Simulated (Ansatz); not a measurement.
Cu3Au: pressure series

Start from Cu3Au in the Cu3Au type structure (space group Pm-3m, No. 221; a = 3.713 Å).

Cell and atoms are relaxed at each pressure.

Calculations: DFT with PBEsol, PAW potentials and a 420 eV plane-wave cutoff in Ansatz (a first-principles code), without spin-orbit coupling.

Notes on the quantities. enthalpy: H = E + PV relative to the base's energy.

```tsv
case	enthalpy	shortest interatomic distance
base	–	2.626 Å
pressure −2 GPa	-0.16 eV/atom	2.636 Å
pressure −1 GPa	-0.08 eV/atom	2.631 Å
pressure 3 GPa	+0.24 eV/atom	2.611 Å
pressure 7 GPa	+0.55 eV/atom	2.593 Å
pressure 15 GPa	+1.15 eV/atom	2.563 Å
pressure 30 GPa	+2.24 eV/atom	2.517 Å
pressure 50 GPa	+3.60 eV/atom	2.470 Å
pressure 75 GPa	+5.22 eV/atom	2.425 Å
pressure 100 GPa	+6.76 eV/atom	2.389 Å
```

Load acts through the strain it causes; cell and atoms are relaxed under it. Whether these cells are dynamically stable was not tested. Competing high-pressure phases were not computed. The final runs are not spin-polarised.
